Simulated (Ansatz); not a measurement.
**TiO2: response to strain**

Take TiO₂ in the anatase structure (space group I4_1/amd, No. 141) as the base.

```yaml
crystal:
  lattice:
    - [-1.86967, 1.86967, 4.72754]
    - [1.86967, -1.86967, 4.72754]
    - [1.86967, 1.86967, -4.72754]
  atoms:
    - { symbol: Ti, position: [0.75000, 0.25000, 0.50000] }
    - { symbol: Ti, position: [0.00000, 0.00000, 0.00000] }
    - { symbol: O, position: [0.54202, 0.04202, 0.50000] }
    - { symbol: O, position: [0.79202, 0.79202, 0.00000] }
    - { symbol: O, position: [0.20798, 0.20798, 0.00000] }
    - { symbol: O, position: [0.95798, 0.45798, 0.50000] }
```

Cartesian axes are those of the cell as printed.

Strains are applied to the cell and any free atomic positions relax; under biaxial strain the out-of-plane vector relaxes too.

All numbers come from LDA, PAW, 420 eV (Ansatz, a program for electronic structure; no SOC).

```tsv
biaxial strain, plane normal [001], relaxed out of plane (%)	out-of-plane strain (%)
-3	5.19
-2.4	4.11
-1.8	3.03
-1.2	1.99
-0.6	?
0	0.00
```

**Question.** Fit ε⊥ = −νε + γε² (strains in %) to the rows shown and predict the withheld row.

**Answer.** Least squares on the printed values gives ν = 1.61 (the biaxial Poisson response) and γ = 0.039 (largest residual 0.01 %); this predicts 0.98 %, and the run gives 0.97 %, in agreement.

Whether these cells are dynamically stable was not tested. The final runs are not spin-polarised.
